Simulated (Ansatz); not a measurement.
Response to strain in Bi2Te3

The parent structure is Bi2Te3 in the Bi2Te3 type structure (space group R-3m, No. 166; a = 4.3956 Å, c = 31.3889 Å (hexagonal axes)). Axes: x lies along a and z along c of the hexagonal cell.

Strains are applied to the cell and any free atomic positions relax.

The values are results of DFT with r2SCAN+rVV10, PAW potentials and a 500 eV plane-wave cutoff in Ansatz (a program for electronic structure), no spin-orbit coupling, earlier PAW set, not measurements.

Notes on the quantities. pressure: mean of the normal stresses, compression positive.

```json
[
 {"variant": "base", "band gap": "0.68 eV", "largest internal atomic displacement": "–", "pressure": "0.00 GPa", "volume per atom": "35.01 Å³"},
 {"variant": "uniaxial strain ε_yy = −3.61 %", "band gap": "___", "largest internal atomic displacement": "___", "pressure": "___", "volume per atom": "33.75 Å³"},
 {"variant": "uniaxial strain ε_yy = +2.11 %", "band gap": "0.62 eV", "largest internal atomic displacement": "0.042 Å", "pressure": "-0.71 GPa", "volume per atom": "35.75 Å³"},
 {"variant": "uniaxial strain ε_yy = +3.43 %", "band gap": "0.56 eV", "largest internal atomic displacement": "0.068 Å", "pressure": "-1.10 GPa", "volume per atom": "36.22 Å³"}
]
```

Question: Complete the table.

Answer: 
- uniaxial strain ε_yy = −3.61 %, band gap: 0.59 eV
- uniaxial strain ε_yy = −3.61 %, largest internal atomic displacement: 0.067 Å
- uniaxial strain ε_yy = −3.61 %, pressure: 1.48 GPa

With Bi and Te present, leaving out spin-orbit coupling can change the band edges. No phonon test of stability was made.
